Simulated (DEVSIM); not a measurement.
Device: Ti/SiO2/n-Si capacitor, at 300 K.

Layer 1 from the left is SiO2, thickness (nm) 3.20. Layer 2 from the left is Si, thickness (nm) 340, Nd (cm⁻³) 2.9e18.

Metal gate on the left, work function 4.33 eV. Fixed charge at the semiconductor interface 4.3e11 cm⁻² (in units of +e); no interface traps.

This is a model device: material constants are rounded textbook-type values typed into the input, and sizes, dopings and lifetimes were drawn at random. Values at 300 K.

SiO2: gap (eV) 9, affinity (eV) 0.9, permittivity 3.9. Si: gap (eV) 1.124, affinity (eV) 4.05, permittivity 11.7, Nc (cm⁻³) 2.86e19, Nv (cm⁻³) 3.1e19.

Simulated with DEVSIM: 1D Poisson equation in equilibrium, Boltzmann statistics, complete ionisation; no quantum confinement or tunnelling. Metal contacts follow the ideal Schottky-Mott rule: no Fermi-level pinning, no interface dipoles.

### Question
What does the simulation give for the minimum of the low-frequency capacitance, the flat-band voltage?

### Answer
minimum of the low-frequency capacitance 0.358 μF/cm²; flat-band voltage 0.16 V.
